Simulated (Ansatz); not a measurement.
The parent structure is Sn in the diamond structure (space group Fd-3m, No. 227; a = 6.5665 Å). Axes: x, y, z lie along the cube axes.

Computed with r2SCAN, PAW, 500 eV (Ansatz, a first-principles code; no spin-orbit coupling).

Base values:

| Item | Value |
|---|---|
| Volume per atom | 35.39 Å³ |
| Pressure | 0.0 GPa |

The change: compressive biaxial strain of 3.00 % in the plane normal to [001], as in epitaxy on a mismatched substrate; the out-of-plane cell vector and the atoms relax.

Problem. What happens to the volume per atom and pressure?

Solution. The volume per atom decreases by 1.16 Å³ to 34.23 Å³; the pressure (mean of the normal stresses, compression positive) goes from zero to 1.5 GPa.

Stability against distortions was not tested.
